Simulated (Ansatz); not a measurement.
## A series of runs on Sr2IrO4 (P1, 28 atoms in the cell)

```
Sr2IrO4
1.0
   -2.73254     2.73254    12.97915
    2.73254    -2.73254    12.97915
    2.73254     2.73254   -12.97915
Sr Ir O
8 4 16
Direct
  0.92310   0.43077   0.50118
  0.17552   0.17523   0.99798
  0.33311   0.33417   0.01752
  0.07261   0.57620   0.49932
  0.83494   0.84020   0.01865
  0.56933   0.07546   0.49689
  0.41787   0.91428   0.47767
  0.67780   0.67672   0.00389
  0.25901   0.74987   0.50858
  0.51022   0.49465   0.00369
  0.00227   0.00236   0.00564
  0.75775   0.25323   0.51071
  0.57714   0.57634   0.99180
  0.34063   0.82633   0.50718
  0.66517   0.16468   0.48999
  0.91397   0.92290   0.99893
  0.16896   0.66826   0.49588
  0.40138   0.42189   0.98142
  0.07978   0.08392   0.99987
  0.83427   0.32640   0.50355
  0.93778   0.56530   0.00506
  0.30733   0.80004   0.10934
  0.55155   0.93532   0.98644
  0.69741   0.19025   0.89006
  0.79303   0.69893   0.49551
  0.44994   0.44513   0.39654
  0.19464   0.30003   0.49809
  0.05352   0.05113   0.60864
```

Base run A: PBEsol, default PAW files made with PBE run with Ansatz (an electronic-structure program), self-consistent single point.

Its settings: basis.ecutwfc = 30.9 Ry; kpoints.mp_grid.grid = 3 3 4; hamiltonian.xc = pbesol; hamiltonian.pseudopotentials = {kind: paw} (the program's default PAW files); scf.occupations.method = gaussian; scf.occupations.width = 0.02 Ry.

The starting cell comes from a database of computed structures (which also holds hypothetical and non-ambient phases and stackings), without a prior relaxation at this level. Its atoms were displaced at random from the sites of space group no. 142. Spin polarisation is off. In the base run, forces exceed 1 eV/Å. Ansatz's pressure includes its estimate of the finite-basis (Pulay) stress.

Total energies depend on the potentials, the functional and any Hubbard or dispersion term, so they are compared only between runs that share all of them.

Runs:
- B: hamiltonian.xc: pbesol → lda [LDA (PW92)]
- C: hamiltonian.xc: pbesol → blyp [BLYP]
- D: basis.ecutwfc: 30.9 Ry → 36.7 Ry; hamiltonian.xc: pbesol → r2scan [r2SCAN]

```tsv
run	pressure (GPa)	largest force (eV/Å)
A	-1.96	2.406
B	-6.58	2.403
C	___	2.552
D	___	2.492
```

Question: Some entries are withheld; supply them.

Answer: 
- C, pressure (GPa): 9.72
- D, pressure (GPa): 0.53

Left out of this page: 2 runs of the series held back from this collection.

Keys are those of Ansatz 0.2.
